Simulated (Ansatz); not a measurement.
Start from BN in the h-BN type structure (space group P6_3/mmc, No. 194; layered, stacked along the Cartesian z axis).

```
CELL_PARAMETERS angstrom
      2.50643     0.00000     0.00000
     -1.25322     2.17063     0.00000
      0.00000     0.00000     6.61383
ATOMIC_POSITIONS crystal
  B  0.33333 0.66667 0.25000
  B  0.66667 0.33333 0.75000
  N  0.33333 0.66667 0.75000
  N  0.66667 0.33333 0.25000
```

Cartesian axes are those of the cell as printed.

All numbers come from Ansatz (a first-principles code), PBE-D3(BJ), PAW, cutoff 420 eV, spin-orbit coupling left out.

Base values:

| Property | Result |
|---|---|
| Volume per atom | 9.00 Å³ |

One thing is altered: compressive biaxial strain of 3.34 % in the plane normal to [001], as in epitaxy on a mismatched substrate; the out-of-plane cell vector and the atoms relax.

### Question
Estimate the effect on the volume per atom.

### Answer
The volume per atom falls by 0.64 Å³ to 8.36 Å³.

Whether these cells are dynamically stable was not tested.
